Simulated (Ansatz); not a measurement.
## ZnCu₂SnS₄ (space group I-4, No. 82)

```xyz
8
Lattice="-2.7072 2.7072 5.4113 2.7072 -2.7072 5.4113 2.7072 2.7072 -5.4113" Properties=species:S:1:pos:R:3 pbc="T T T"
Cu     0.0000     0.0000     0.0000
Cu     0.0000     2.7072     2.7057
Zn     2.7072     0.0000     2.7057
Sn     0.0000     0.0000     5.4113
S      1.3957     1.4315     4.0141
S      1.3115     1.2757    -1.3972
S      1.4315    -1.3957     6.8086
S      1.2757     4.1030     1.3972
```

All numbers come from plane-wave PAW DFT at the r2SCAN level (Ansatz, a program for electronic structure, 500 eV), no SOC, earlier PAW set. Γ-centred 9×9×9 mesh, Fermi–Dirac width 0.05 eV.

| Quantity | Result |
|---|---|
| Volume per atom | 19.83 Å³ |
| Density | 4.60 g/cm³ |
| Band gap | 0.47 eV, direct at Γ |
| Electron mass | 0.11 mₑ |
| Hole mass | 0.12 mₑ along c, 0.81 mₑ across |
| Lowest conduction-band minima above the VBM | Γ 0.47 eV; X (0, 0, 1/2) 0.85 eV |
| Total energy | -3281.842 eV/atom (σ→0; compares only within this code and set-up) |

Effective masses come from finite differences of ±0.01 Å⁻¹. No phonon test of stability was made. The final runs are not spin-polarised.
